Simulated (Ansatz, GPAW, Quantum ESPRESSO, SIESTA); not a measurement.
**One structure in several programs: HfMg6Zr (Amm2, 8 atoms in the cell)**

Self-consistent single point.

```
HfMg6Zr
1.0
    5.10077     0.00000     0.00000
    0.00000     3.03281     5.81689
    0.00000    -3.03281     5.81689
Mg Zr Hf
6 1 1
Direct
  0.50000   0.67362   0.17274
  0.50000   0.17274   0.67362
  0.00000   0.83079   0.32913
  0.00000   0.32913   0.83079
  0.00000   0.32586   0.32586
  0.00000   0.82352   0.82352
  0.50000   0.17230   0.17230
  0.50000   0.67204   0.67204
```

Shared settings, as Ansatz (an electronic-structure program) writes them: kpoints.mp_grid.grid = 2 2 2; scf.occupations.method = gaussian; scf.occupations.width = 0.1 eV. Potentials and cutoffs stand in the table.

```
code                                                                                                                                 model  pressure (GPa)  largest force (eV/Å)       cutoff
----------------  ------------------------------------------------------------------------------------------------------------------------  --------------  --------------------  -----------
GPAW                                                                         LDA (Perdew-Wang 92), GPAW PAW datasets LDA (gpaw-data 1.0.1)           -3.08                 0.195       850 eV
Ansatz                                                                                                 LDA (PW92), PAW files made with PBE           -3.08                 0.197      default
Quantum ESPRESSO                                                                       LDA (PZ), GBRV 1.5 ultrasoft (LDA) pseudopotentials           -3.14                 0.190        40 Ry
SIESTA            LDA PW92, numerical atomic orbitals DZP, PseudoDojo LDA standard norm-conserving potentials (rewritten from UPF to PSML)           -1.24                 0.268  grid 400 Ry
```

Size of the force on each atom (eV/Å): Sizes of forces hide their directions.

```csv
code,Mg1,Mg2,Mg3,Mg4,Mg5,Mg6,Zr7,Hf8
GPAW,0.067,0.067,0.184,0.184,0.185,0.195,0.057,0.104
Ansatz,0.065,0.065,0.183,0.183,0.180,0.197,0.057,0.102
Quantum ESPRESSO,0.064,0.064,0.178,0.178,0.182,0.190,0.055,0.101
SIESTA,0.030,0.030,0.186,0.186,0.219,0.268,0.053,0.181
```

On Ansatz's run: spin-orbit coupling is off.

The spread over the programs that give each value: pressure within 1.90 GPa; largest force within 0.078 eV/Å.

SIESTA uses small atom-centred bases, whose incompleteness enters pressures, forces and empty levels differently from a plane-wave cutoff. Ansatz's pressure is given at a fixed set of plane waves, as the other plane-wave codes print theirs. The same LDA comes in different parametrisations, which differ slightly. In the pressure, SIESTA (by 1.84) lies more than 1 GPa from the median of the plane-wave programs.

On the base mesh (3 3 3) the same programs gave: Ansatz pressure -3.39 GPa; Quantum ESPRESSO pressure -3.44 GPa; GPAW pressure -3.37 GPa; SIESTA pressure -1.44 GPa.

The values differ from the base mesh's, so the mesh still matters here: the table compares the programs at equal settings.

The starting cell comes from a database of computed structures (which also holds hypothetical and non-ambient phases and stackings), without a prior relaxation at this level.

Left out of this page: CP2K (unsound by tests on forces, stress, charge or solver warnings).

Keys are those of Ansatz 0.2.
